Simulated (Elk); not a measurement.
A self-consistent single point of Pb (Fm-3m, 1 atom in the cell) with Elk.

Method of the run: PBE, all-electron FP-LAPW, Elk's shipped species files, APW+lo basis with extra local orbitals run with Elk.

```yaml
crystal:
  lattice:
    - [0.00000, 2.51322, 2.51322]
    - [2.51322, 0.00000, 2.51322]
    - [2.51322, 2.51322, 0.00000]
  atoms:
    - { symbol: Pb, position: [0.00000, 0.00000, 0.00000] }
```

Reference input (self-consistent single point, DFT, PBE, all-electron FP-LAPW, Elk's shipped species files, APW+lo basis with extra local orbitals): xctype = 20; rgkmax = 8; stype = 0; swidth = 0.00499791 Ha; ngridk = 13 13 13; gmaxvr = 16 1/bohr; nxlo = 2; lorbcnd = true; lmaxi = 2. This run's input differs from it in these lines:

```diff
@@ -25,3 +25,3 @@
 swidth
-  0.00499791
+  0.00367493
 
@@ -45,3 +45,3 @@
 ngridk
-  13 13 13
+  11 11 11
```

Output (repeated stretches shortened):

```
│ Self-consistent loop started │
│ Loop number : 1 │
 total energy                :     -20935.3265546
│ Loop number : 2 │
 total energy                :     -20935.3197268
RMS change in Kohn-Sham potential (target) :   0.1645008578     (  0.1000000000E-05)
Absolute change in total energy (target)   :   0.6827865902E-02 (  0.1000000000E-03)
│ Loop number : 3 │
 total energy                :     -20934.6105544
RMS change in Kohn-Sham potential (target) :   0.1450757198     (  0.1000000000E-05)
Absolute change in total energy (target)   :   0.7108793532     (  0.1000000000E-03)
│ Loop number : 4 │
   [... lines left out ...]
Absolute change in total energy (target)   :   0.1262058668E-02 (  0.1000000000E-03)
│ Loop number : 13 │
 total energy                :     -20928.8022840
RMS change in Kohn-Sham potential (target) :   0.7988040129E-07 (  0.1000000000E-05)
Absolute change in total energy (target)   :   0.3202720545E-03 (  0.1000000000E-03)
│ Loop number : 14 │
 total energy                :     -20928.8022808
RMS change in Kohn-Sham potential (target) :   0.1604660653E-07 (  0.1000000000E-05)
Absolute change in total energy (target)   :   0.8333662481E-04 (  0.1000000000E-03)
Convergence targets achieved

│ Loop number : 15 │

Energies :
 Fermi                       :     0.224435911052
 total energy                :     -20928.8022844

Density of states at Fermi energy :    7.932745799
 (states/Hartree/unit cell)

Estimated indirect band gap :   0.3137623001E-02
 from k-point     26 to k-point      4
Estimated direct band gap   :   0.3498057814E-01
 at k-point     55

Charges :
 core                        :    68.00000000
 valence                     :    14.00000000
 interstitial                :    1.709137284
 muffin-tins (core leakage)
  species :    1 (Pb)
   atom    1                 :    80.29086272     (  0.1189211225E-02)
 total in muffin-tins        :    80.29086272
 total calculated charge     :    81.99917741
 total charge                :    82.00000000
 error                       :   0.8225867417E-03

│ Self-consistent loop stopped │
```

The run converged in 15 iterations. The count includes the last loop, which Elk runs after its targets are met. Against the reference run the total energy goes down by 7.0 meV/atom.

The starting cell comes from a database of computed structures (which also holds hypothetical and non-ambient phases and stackings), without a prior relaxation at this level. Its lattice was rescaled by a random factor within 2.5 % of one. Spin-orbit coupling is off. Values depend on the basis (sphere radii, cutoffs, local orbitals), which need not be converged. The log's line on a gap gives a spacing of levels on this mesh, which the program prints for metals too.
